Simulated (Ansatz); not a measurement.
**A computed series for CaF2: pressure series**

The reference is CaF2 in the fluorite structure (space group Fm-3m, No. 225; a = 5.511 Å).

Cell and atoms are relaxed at each pressure.

Method: PBE (Ansatz, an electronic-structure program, PAW, without spin-orbit coupling).

| P (GPa) | V (Å³/atom) |
|---|---|
| -1.99 | 14.334 |
| -0.99 | 14.132 |
| 0.30 | 13.895 |
| 0.70 | 13.825 |
| 1.50 | 13.692 |
| 2.99 | 13.459 |
| 4.99 | 13.178 |
| 7.49 | 12.866 |
| 10.00 | 12.588 |

### Question
Fit a third-order Birch–Murnaghan equation of state.

### Answer
Least squares on P(V) = (3B₀/2)[(V₀/V)^(7/3) − (V₀/V)^(5/3)]·[1 + (3/4)(B₀′ − 4)((V₀/V)^(2/3) − 1)] gives V₀ = 13.95 Å³/atom, B₀ = 78 GPa and B₀′ = 4.4.

Between the base and pressure 7.5 GPa the gap moves from 7.14 eV to 7.63 eV, a mean slope of 65 meV/GPa.

Load acts through the strain it causes; cell and atoms are relaxed under it. Whether these cells are dynamically stable was not tested. No other phases were tried under pressure.
